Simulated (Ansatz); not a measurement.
CsCl-type DyAg was calculated with PBEsol (Ansatz, a first-principles code, PAW).

Numerical settings: plane-wave cutoff 500 eV, 16×16×16 k mesh, Fermi–Dirac smearing 0.1 eV, spin-polarised start, scalar-relativistic PAW data made under PBE.

Computed at the level's own relaxed cell.

### Question
Predict the volume per atom and lattice parameter a.

### Answer

* **volume per atom**: 23.50 Å³/atom
* **lattice parameter a**: 3.609 Å

The run finds no gap.

Note: the magnetic order was assumed, not searched for or taken from measurement; the 4f shell is treated without U or exact exchange, so its levels and filling can be wrong.

Spin–orbit coupling is not included.

Computed values are for the static lattice.

It cost about 4 core-minutes (a rough figure) of CPU time.
